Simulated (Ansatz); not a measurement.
Base system: Cs2AgBiBr6 (space group Fm-3m, No. 225).

```xyz
10
Lattice="0.0000 5.4982 5.4982 5.4982 0.0000 5.4982 5.4982 5.4982 0.0000" Properties=species:S:1:pos:R:3 pbc="T T T"
Bi     0.0000     0.0000     0.0000
Ag     5.4982     5.4982     5.4982
Cs     2.7491     2.7491     2.7491
Cs     8.2472     8.2472     8.2472
Br     5.4982     2.8090     5.4982
Br     8.1873     5.4982     5.4982
Br     5.4982     8.1873     5.4982
Br     2.8090     5.4982     5.4982
Br     5.4982     5.4982     2.8090
Br     5.4982     5.4982     8.1873
```

Cartesian axes are those of the cell as printed.

Method: LDA in Ansatz (plane waves to 420 eV, PAW, spin-orbit coupling left out).

One thing is altered: tensile biaxial strain of 1.88 % in the plane normal to [111], as in epitaxy on a mismatched substrate; the out-of-plane cell vector and the atoms relax.

Task: What does the calculation give for the ratio −ε⊥/ε∥ after the change?

Result: The ratio −ε⊥/ε∥ is 1.27.

Task: How does this affect the energy relative to the base?

Result: The energy increases by 2.5 meV/atom.

Whether these cells are dynamically stable was not tested.

Ansatz is a first-principles code.
